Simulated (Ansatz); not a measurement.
Take ZnSe in the zinc blende structure (space group F-43m, No. 216; a = 5.666 Å) as the base. Axes: x, y, z lie along the cube axes.

Computed with r2SCAN/PAW in Ansatz (a program for electronic structure), no SOC.

The change: an isotropic linear strain of −1.50 %, atoms relaxed at fixed cell.

Question: Predict the stress tensor and what it implies for the stiffness.

Answer: Stress of the strained cell less that of the base (GPa, compression positive):
```
   3.27    0.00    0.00
   0.00    3.27    0.00
   0.00    0.00    3.27
```

Then B = −ΔP/(ΔV/V₀) with ΔV/V₀ = -0.0443 gives secant stiffness values (nonlinear terms included at this strain): B ≈ 74 GPa.

As a check, the harmonic strain energy −½ V₀ Δσ:ε is 10 meV/atom; the computed energy rise is 9.8 meV/atom.

Whether these cells are dynamically stable was not tested.
